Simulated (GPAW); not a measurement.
Band structure of BeTe (P6_3mc, 4 atoms in the cell).

```
CELL_PARAMETERS angstrom
      3.99664     0.00000     0.00000
     -1.99832     3.46119     0.00000
      0.00000     0.00000     6.58677
ATOMIC_POSITIONS crystal
  Be 0.66667 0.33333 0.50043
  Be 0.33333 0.66667 0.00043
  Te 0.66667 0.33333 0.87457
  Te 0.33333 0.66667 0.37457
```

Computed with PBEsol, GPAW PAW datasets PBEsol (made by gpaw-setup) (plane waves; GPAW).

Settings: mode = pw; ecut = 800 eV; xc = PBEsol; kpts = 10 10 5; mesh shift (steps) = 0 0 0; occupations.name = fermi-dirac; occupations.width = 0 eV; nbands = -6; convergence.density = 1e-05 e/electron; convergence.energy = 1e-05 eV/electron; convergence.bands = -4; symmetry.symmorphic = false; symmetry.tolerance = 0.0005; maxiter = 100.

The starting cell comes from a database of computed structures (which also holds hypothetical and non-ambient phases and stackings), without a prior relaxation at this level. Spin-orbit coupling is off.

### Question
Predict the gap along the standard path and the places of the band edges.

### Answer
The gap along the path is 2.17 eV, from Γ to M; the smallest direct gap on it is 2.67 eV.

Levels in eV from the top of the valence band on the SCF mesh, bands 5 to 12:
```
point      5      6      7      8     9    10    11    12
-----  -----  -----  -----  -----  ----  ----  ----  ----
Γ      -1.21  -0.16   0.00   0.00  2.67  3.40  3.40  3.42
M      -3.77  -2.64  -2.32  -1.19  2.17  3.70  4.24  4.52
K      -4.33  -2.94  -2.94  -2.85  2.29  5.97  5.97  6.36
A      -0.69  -0.69  -0.69  -0.69  3.15  3.15  4.23  4.23
L      -2.04  -2.04  -2.04  -2.04  2.44  2.44  3.41  3.41
H      -3.83  -3.83  -1.67  -1.67  3.23  3.23  4.80  4.80
```
